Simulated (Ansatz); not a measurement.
Mg₂SnO₄ (Pbam, No. 55, 14 atoms in the cell; start mp-755856)

Calculation: PBEsol (PAW; Ansatz, a quantum-chemistry and plane-wave program).

Run with plane-wave cutoff 520 eV, 6×4×12 k mesh (along the axes of the cell as run), Fermi–Dirac smearing 0.01 eV, scalar-relativistic PAW data made under PBE.

Cell (relaxed at this level):

```
Mg2SnO4
1.0
    5.17121     0.00000     0.00000
    0.00000     9.82143     0.00000
    0.00000     0.00000     3.07590
Mg Sn O
4 2 8
Direct
  0.02106   0.28839   0.50000
  0.97894   0.71161   0.50000
  0.52106   0.21161   0.50000
  0.47894   0.78839   0.50000
  0.00000   0.00000   0.00000
  0.50000   0.50000   0.00000
  0.21707   0.82297   0.00000
  0.78293   0.17703   0.00000
  0.71707   0.67703   0.00000
  0.28293   0.32297   0.00000
  0.21127   0.08807   0.50000
  0.78873   0.91193   0.50000
  0.71127   0.41193   0.50000
  0.28873   0.58807   0.50000
```

For Mg₂SnO₄ (Pbam, No. 55, 14 atoms in the cell; start mp-755856), the band gap comes out as 2.91 eV (on the SCF k mesh).

Note: the relaxation could not lower the start's symmetry, so the cell can be a saddle point above a distorted one.

Spin–orbit coupling is not included.

Cost on a shared machine: around 9 core-minutes (rough).

A start named mp-… is a Materials Project structure, which need not be a measured phase.
